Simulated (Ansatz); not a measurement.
Consider WC (space group P-6m2, No. 187; a = 2.912 Å, c = 2.836 Å). Axes: x lies along a and z along c of the hexagonal cell.

All numbers come from r2SCAN/PAW in Ansatz (an electronic-structure program), no spin-orbit coupling.

Base values:

```
Item               Result
---------------  --------
Volume per atom  10.42 Å³
Pressure          0.0 GPa
Band gap             zero
```

Modification: biaxial strain −0.86 %, plane normal [001], relaxed out of plane (Cartesian); in-plane vectors clamped, the third vector and the atoms free.

What happens to the volume per atom, pressure and band gap?

The volume per atom falls by 0.15 Å³ (10.42 Å³ → 10.27 Å³); the pressure (mean of the normal stresses, compression positive) goes from zero to 5.5 GPa; the band gap stays zero.

Whether these cells are dynamically stable was not tested. The final runs are not spin-polarised.
